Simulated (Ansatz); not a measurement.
The parent structure is Te (space group P3_121, No. 152; a = 4.624 Å, c = 5.904 Å; made of chains). Axes: x lies along a and z along c of the hexagonal cell.

Structures relaxed with r2SCAN/PAW in Ansatz (a program for electronic structure), spin-orbit coupling left out, earlier PAW set.

Base:

Simulated powder pattern, Cu Kα, λ = 1.54184 Å (kinematic, ideal powder, no thermal factors, no anomalous dispersion; the 10 strongest lines at most, above 2 %, up to 2θ = 90°):

| 2θ (°) | I/Imax (%) | hkl |
|---|---|---|
| 22.20 | 18 | (100) |
| 26.90 | 100 | (101) |
| 37.86 | 40 | (012) |
| 38.96 | 24 | (110) |
| 41.97 | 14 | (111) |
| 47.98 | 20 | (021) |
| 55.45 | 13 | (202) |
| 61.25 | 11 | (210) |
| 61.92 | 12 | (113) |
| 79.97 | 11 | (123) |

The change: compressive biaxial strain of 2.56 % in the plane normal to [001], as in epitaxy on a mismatched substrate; the out-of-plane cell vector and the atoms relax.

After the change:

Simulated powder pattern, Cu Kα, λ = 1.54184 Å (kinematic, ideal powder, no thermal factors, no anomalous dispersion; the 10 strongest lines at most, above 2 %, up to 2θ = 90°):

| 2θ (°) | I/Imax (%) | hkl |
|---|---|---|
| 22.79 | 15 | (100) |
| 27.28 | 100 | (101) |
| 37.86 | 41 | (012) |
| 40.03 | 25 | (110) |
| 42.89 | 12 | (111) |
| 49.11 | 19 | (021) |
| 56.27 | 13 | (202) |
| 62.10 | 13 | (113) |
| 63.04 | 9.5 | (210) |
| 65.15 | 9.6 | (211) |

The indices refer to the base's conventional cell; one index is shown for lines that coincide.

Stability against distortions was not tested. No dispersion term is included, though the crystal is made of layers, chains or molecules, so its spacings can come out too wide.
